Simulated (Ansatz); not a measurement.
The reference is AlRu2C (space group P6_3/mmc, No. 194; a = 2.865 Å, c = 13.321 Å; a hypothetical phase, not in the database extracts checked). Axes: x lies along a and z along c of the hexagonal cell.

Level of theory: PBEsol (Ansatz, a quantum-chemistry and plane-wave program, PAW, scalar-relativistic without spin-orbit coupling).

Strains are applied to the cell and any free atomic positions relax; under biaxial strain the out-of-plane vector relaxes too.

One change was made to it. Results:

```json
[
 {"quantity": "pressure (mean of the normal stresses, compression positive)", "base": "0.0 GPa", "after": "-0.9 GPa"},
 {"quantity": "band gap", "base": "zero", "after": "zero"},
 {"quantity": "shortest interatomic distance", "base": "2.087 Å", "after": "2.085 Å"}
]
```

**Question.** Which change produced these results?
A. biaxial strain +3.39 %, plane normal [001], relaxed out of plane
B. uniaxial strain ε_zz = −2.16 %
C. tensor shear ε_yz = −1.09 %
D. uniaxial strain ε_yy = +0.42 %

**Answer.** D, uniaxial strain ε_yy = +0.42 %. For comparison, the pressure in the other runs: tensor shear ε_yz = −1.09 % gives 0.1 GPa; uniaxial strain ε_zz = −2.16 % gives 6.5 GPa; biaxial strain +3.39 %, plane normal [001], relaxed out of plane gives -2.3 GPa.

Without a gap, meshes like the base's 19×19×4 leave anisotropic stresses uncertain by several tenths of a GPa, and small strain energies with them. Whether these cells are dynamically stable was not tested. All final runs are without spin polarisation. AlRu2C has a high density of states at the Fermi level and may be magnetic at this level.
